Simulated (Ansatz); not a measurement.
W under load (space group R-3m): band-structure transport figures

Input:

```yaml
crystal:
  lattice:
    - [-1.58124, 1.57670, 1.57670]
    - [1.57670, -1.58124, 1.57670]
    - [1.57670, 1.57670, -1.58124]
  atoms:
    - { symbol: W, position: [0.00000, 0.00000, 0.00000] }
```

Computed with PBEsol, rigid bands (plane waves, PAW, scalar-relativistic; Ansatz, a first-principles code). Condition of this run: uniaxial stress along [111] of 1 GPa (compression positive) (the target of the relaxation). Cell: cell and atoms relaxed with PBEsol, then loaded as said.

```json
{
 "density of states at the Fermi level": "0.440 states/(eV·cell), both spins",
 "bare Sommerfeld coefficient": "1.04 mJ/(mol of atoms·K²)",
 "drude_plasma_energy": "7.8 eV",
 "root-mean-square Fermi velocity": "9.1e5 m/s",
 "resistivity times τ": "8.0 ×10⁻²² Ω·m·s"
}
```

A metal at this level (no band gap); rigid bands, thermally averaged at 300 K, both spins. Spin-orbit coupling is left out, which matters with elements this heavy. τ is one relaxation time for all states.
